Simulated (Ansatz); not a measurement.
The parent structure is ZrS2 in the CdI2 type structure (space group P-3m1, No. 164; a = 3.674 Å, c = 5.860 Å; layered, stacked along the Cartesian z axis). Axes: x lies along a and z along c of the hexagonal cell.

Computed with r2SCAN+rVV10 in Ansatz (plane waves to 500 eV, PAW, scalar-relativistic without spin-orbit coupling).

Before the change:

* **Band gap**: 1.17 eV

Modification: biaxial strain +0.21 %, plane normal [001], relaxed out of plane (Cartesian); in-plane vectors clamped, the third vector and the atoms free.

Question: What does the calculation give for the in-plane stress, band gap and out-of-plane strain after the change?

Answer: The mean in-plane stress (compression positive) amounts to -0.3 GPa; the band gap rises by 0.01 eV to 1.18 eV; the out-of-plane strain is -0.09 %.

Stability against distortions was not tested.

Ansatz is a quantum-chemistry and plane-wave program.
